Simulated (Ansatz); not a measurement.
A computed series for C: response to strain

The reference is C in the diamond structure (space group Fd-3m, No. 227; a = 3.560 Å). Axes: x, y, z lie along the cube axes.

Strains are applied to the cell and any free atomic positions relax; under biaxial strain the out-of-plane vector relaxes too; under stress the whole cell relaxes.

All numbers come from r2SCAN/PAW in Ansatz (a first-principles code), scalar-relativistic without spin-orbit coupling.

| variant | band gap | shortest interatomic distance | smallest direct gap | space group |
|---|---|---|---|---|
| base | 4.36 eV | 1.542 Å | 5.90 eV | Fd-3m (No. 227) |
| biaxial strain +2.93 %, plane normal [001], relaxed out of plane | 3.34 eV | 1.569 Å | 5.11 eV | I4_1/amd (No. 141) |
| biaxial strain −3.00 %, plane normal [110], relaxed out of plane | 3.88 eV | 1.498 Å | 5.48 eV | Imma (No. 74) |
| biaxial strain +1.45 %, plane normal [110], relaxed out of plane | 4.19 eV | 1.548 Å | 5.49 eV | Imma (No. 74) |
| biaxial strain +2.46 %, plane normal [110], relaxed out of plane | 4.08 eV | 1.552 Å | 5.23 eV | Imma (No. 74) |
| biaxial strain −0.55 %, plane normal [111], relaxed out of plane | 4.38 eV | 1.534 Å | 5.80 eV | R-3m (No. 166) |
| isotropic strain −5.36 % | … | 1.459 Å | … | Fd-3m (No. 227) |
| isotropic strain −1.70 % | 4.49 eV | 1.515 Å | 6.04 eV | Fd-3m (No. 227) |
| isotropic strain +3.17 % | 4.15 eV | 1.591 Å | 5.63 eV | Fd-3m (No. 227) |
| uniaxial stress, 3 GPa tension along z | 4.32 eV | 1.543 Å | 5.86 eV | I4_1/amd (No. 141) |

Q: Complete the table.

A: 
- isotropic strain −5.36 %, band gap: 4.77 eV
- isotropic strain −5.36 %, smallest direct gap: 6.37 eV

A biaxial case was relaxed in a doubled cell and then solved in the primitive one. Beyond what the load breaks, stability against distortions was not tested.
